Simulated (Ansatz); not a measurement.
A constructed model of the (110) surface of bcc Ta, a pseudomorphic layer of Si in the host's stacking (bottom of the slab: a bare face, its two planes held)

The numbers are results of PBE (plane waves to 420 eV, PAW; Ansatz, a first-principles code), not measurements.

Slab: 7 atoms, 14.1 Å thick at the start; k 14x14x1, smearing 0.1 eV, dipole-corrected; 2 atoms held, the rest relaxed; symmetry of the start imposed; no spin, no spin-orbit, no U. It is one candidate, not shown to be the stable structure of the face.

```
Property                                              Result
-----------------------------  -----------------------------
work function of the top face                        5.34 eV
energy released by relaxation                        0.19 eV
cost                           around 4 core-minutes (rough)
```
